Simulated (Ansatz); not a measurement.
Worked example: self-consistent single point of KCl (Fm-3m, 2 atoms in the cell) in Ansatz (an electronic-structure program).

Computed with PBE (plane waves, PAW; Ansatz).

The change in words: lattice scaled by 0.98. Reference geometry:
```yaml
crystal:
  lattice:
    - [0.00000, 3.14500, 3.14500]
    - [3.14500, 0.00000, 3.14500]
    - [3.14500, 3.14500, 0.00000]
  atoms:
    - { symbol: K, position: [0.00000, 0.00000, 0.00000] }
    - { symbol: Cl, position: [0.50000, 0.50000, 0.50000] }
```

Reference input (self-consistent single point, DFT, PBE, plane waves, default PAW files): basis.ecutwfc = 420 eV; kpoints.mp_grid.grid = 6 6 6; hamiltonian.xc = pbe; hamiltonian.pseudopotentials = {kind: paw} (the program's default PAW files); scf.occupations.method = fermi_dirac; scf.occupations.width = 0.05 eV. This run's input differs from it in these lines:

```diff
@@ -3,5 +3,5 @@
   lattice:
-    - [0.000000, 3.145000, 3.145000]
-    - [3.145000, 0.000000, 3.145000]
-    - [3.145000, 3.145000, 0.000000]
+    - [0.000000, 3.082100, 3.082100]
+    - [3.082100, 0.000000, 3.082100]
+    - [3.082100, 3.082100, 0.000000]
   atoms:
```

Log, with long lists cut:

```
SCF iter   1: F=—  HF=-2621.187009 eV  |F-HF|=—  |Δ(HF+E_count)|=         —  Δρ=2.14e-4  dr2=1.15e-5  ethr=1.77e-3  ⟨swp⟩=5.9  Hψ=1190  notcnv=0
all-band conjugate gradients solve this SCF's bands
preconditioner: auto → none
SCF iter   2: F=—  HF=-2621.186801 eV  |F-HF|=—  |Δ(HF+E_count)|=   2.08e-4  Δρ=2.55e-4  dr2=5.93e-5  ethr=7.17e-8  ⟨swp⟩=3.5  Hψ=557  notcnv=0
SCF iter   3: F=—  HF=-2621.186786 eV  |F-HF|=—  |Δ(HF+E_count)|=   1.50e-5  Δρ=1.27e-4  dr2=1.37e-5  ethr=7.17e-8  ⟨swp⟩=2.0  Hψ=304  notcnv=0
SCF iter   4: F=—  HF=-2621.186785 eV  |F-HF|=—  |Δ(HF+E_count)|=   1.29e-6  Δρ=6.36e-5  dr2=3.10e-6  ethr=7.17e-8  ⟨swp⟩=2.0  Hψ=304  notcnv=0
SCF iter   5: F=—  HF=-2621.186784 eV  |F-HF|=—  |Δ(HF+E_count)|=   8.62e-7  Δρ=2.85e-5  dr2=6.06e-7  ethr=1.94e-8  ⟨swp⟩=2.0  Hψ=225  notcnv=0
SCF iter   6: F=—  HF=-2621.186784 eV  |F-HF|=—  |Δ(HF+E_count)|=   1.70e-7  Δρ=1.36e-5  dr2=1.36e-7  ethr=3.79e-9  ⟨swp⟩=2.0  Hψ=222  notcnv=0
SCF iter   7: F=-2621.186783 eV  HF=-2621.186784 eV  |F-HF|=2.15e-8  |Δ(HF+E_count)|=   3.77e-8  Δρ=6.10e-6  dr2=2.69e-8  ethr=6.25e-10  ⟨swp⟩=4.0  Hψ=544  notcnv=0
SCF 1 converged in 7 iterations: F = -2621.186783 eV  dr2 = 2.69e-8
Free energy (F): -2621.186783 eV
Internal energy: -2621.186783 eV  (E = F + TS)
E sigma→0 (E₀):  -2621.186783 eV
Fermi energy:    4.047114 eV
--- Forces (eV/Å), atoms counted from 1 ---
  atom   1  K     -0.00000000     0.00000000    -0.00000000
  atom   2  Cl     0.00000000    -0.00000000    -0.00000000
--- Stress (GPa, compression-positive) ---
        2.172073       0.000000       0.000000
       -0.000000       2.172073       0.000000
       -0.000000       0.000000       2.172073
  P = ⅓ Tr σ = 2.1721 GPa (21.721 kbar)
  The stress holds the Pulay correction. Without it, at fixed plane waves, as pw.x and ABINIT print it: P = 2.1705 GPa
```

The run converged in 7 iterations. Against the reference run the free energy goes up by 16.4 meV/atom, the pressure goes from 0.78 to 2.17 GPa and the gap on the mesh goes from 5.194 to 5.411 eV.

The starting cell has typed, rounded lattice constants, without a prior relaxation at this level. For this run, on top of that: lattice scaled by 0.98. Ansatz's pressure includes its estimate of the finite-basis (Pulay) stress.

Keys are those of Ansatz 0.2.
